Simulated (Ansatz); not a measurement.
The starting structures come from a database of crystals and need not be the phases stable at ambient conditions.

By PBEsol, the system below comes out a metal.

Without scattering a metal conducts by its projected Fermi surface.

Input:

```
AlZr2C
1.0
    5.74937     0.00000     0.00000
    0.00000    14.58196     0.00000
    2.87468     0.00000     1.65970
Zr Al C
4 2 2
Direct
  0.66667   0.08676   0.00000
  0.33333   0.91324   0.00000
  0.33333   0.58676   0.00000
  0.66667   0.41324   0.00000
  0.66667   0.75000   0.00000
  0.33333   0.25000   0.00000
  0.00000   0.00000   0.00000
  0.00000   0.50000   0.00000
```

Space group of this cell: P6_3/mmc. The cell is taken as given; by PBEsol its mean pressure is -3.5 GPa.

The current flows along the normal of the first two printed cell vectors, the (110) plane of the conventional cell. No spin-orbit coupling; the value is a mean over 0.1 eV about the Fermi level.

Predict the ballistic conductance per area from PBEsol (Ansatz, a program for electronic structure).

0.44 × 10¹⁵ S/m² for both spins.
